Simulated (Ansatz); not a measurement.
HgTe, response to strain

The parent structure is HgTe in the zinc blende structure (space group F-43m, No. 216).

```xyz
2
Lattice="0.0000 3.2864 3.2864 3.2864 0.0000 3.2864 3.2864 3.2864 0.0000" Properties=species:S:1:pos:R:3 pbc="T T T"
Hg     0.0000     0.0000     0.0000
Te     1.6432     1.6432     1.6432
```

Cartesian axes are those of the cell as printed.

Strains are applied to the cell and any free atomic positions relax.

Calculations: Ansatz (a first-principles code) r2SCAN, without spin-orbit coupling.

Notes on the quantities. energy relative to the base: free energy F.

| case | energy relative to the base | volume per atom |
|---|---|---|
| base | 0 meV/atom | 35.49 Å³ |
| tensor shear ε_xy = +1.43 % | +1.9 meV/atom | 35.49 Å³ |
| tensor shear ε_xy = +2.00 % | +3.6 meV/atom | 35.48 Å³ |
| tensor shear ε_xy = +1.71 % | +2.6 meV/atom | 35.48 Å³ |
| tensor shear ε_xy = +1.14 % | ___ | 35.49 Å³ |
| tensor shear ε_xy = +0.57 % | +0.3 meV/atom | 35.49 Å³ |
| tensor shear ε_xy = +0.29 % | +0.1 meV/atom | 35.49 Å³ |
| tensor shear ε_xy = +0.86 % | +0.7 meV/atom | 35.49 Å³ |

### Question
Complete the table.

### Answer

- tensor shear ε_xy = +1.14 %, energy relative to the base: +1.2 meV/atom

Whether these cells are dynamically stable was not tested. The final runs are not spin-polarised.
